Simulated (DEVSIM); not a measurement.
**abrupt Si n-p junction**

System: abrupt Si n-p junction, at 300 K.

```csv
layer (left to right),material,thickness (μm),Nd (cm⁻³),Na (cm⁻³),τn (s),τp (s)
1,Si,4.90,4.4e17,-,0.00071,0.00071
2,Si,34.0,-,3.4e16,0.00071,0.00071
```

Left contact: ohmic. Right contact: ohmic. Voltage is applied to the left contact. Recombination: SRH at mid-gap. Mobility is μmin + (μ − μmin)/(1 + (N/Nref)^α).

The device is made up for the run: typed textbook-type constants, with dimensions and the other settings drawn at random. Values at 300 K.

| parameter | Si |
|---|---|
| gap (eV) | 1.124 |
| affinity (eV) | 4.05 |
| permittivity | 11.7 |
| Nc (cm⁻³) | 2.86e19 |
| Nv (cm⁻³) | 3.1e19 |
| μn (cm²/Vs) | 1417 |
| μp (cm²/Vs) | 470 |
| μn,min | 52 |
| μp,min | 45 |
| Nref,n | 9.7e16 |
| Nref,p | 2.2e17 |
| αn | 0.68 |
| αp | 0.72 |

Model (solved in DEVSIM): 1D drift-diffusion, Boltzmann statistics, complete ionisation; no tunnelling, impact ionisation, image-force lowering or self-heating.

```
Property                                            Value
---------------------------------------------  ----------
Potential step across the device at zero bias     0.840 V
Largest field in the device at zero bias       89000 V/cm
Dark forward voltage at 1 A/cm²                   0.676 V
Dark forward voltage at 100 A/cm²                 0.820 V
```

Dark forward current:

(V (V), J (A/cm²)): (-0.05, -3.0e-11); (-0.10, -2.2e-10); (-0.15, -1.5e-9); (-0.20, -1.0e-8); (-0.25, -7.2e-8); (-0.35, -3.4e-6); (-0.40, -2.4e-5); (-0.45, -0.00016); (-0.50, -0.0011); (-0.55, -0.0078); (-0.60, -0.054); (-0.65, -0.37); (-0.70, -2.5); (-0.75, -15); (-0.80, -65); (-0.90, -430); (-0.95, -770); (-1.00, -1200); (-1.05, -1800); (-1.10, -2500)

Dark reverse current:

```json
[
 {"V (V)": "0.20", "J (A/cm²)": "8.7e-12"},
 {"V (V)": "0.50", "J (A/cm²)": "1.3e-11"},
 {"V (V)": "1.00", "J (A/cm²)": "1.9e-11"},
 {"V (V)": "1.50", "J (A/cm²)": "2.3e-11"},
 {"V (V)": "2.00", "J (A/cm²)": "2.7e-11"},
 {"V (V)": "3.00", "J (A/cm²)": "3.4e-11"},
 {"V (V)": "4.00", "J (A/cm²)": "4.0e-11"},
 {"V (V)": "5.00", "J (A/cm²)": "4.6e-11"}
]
```
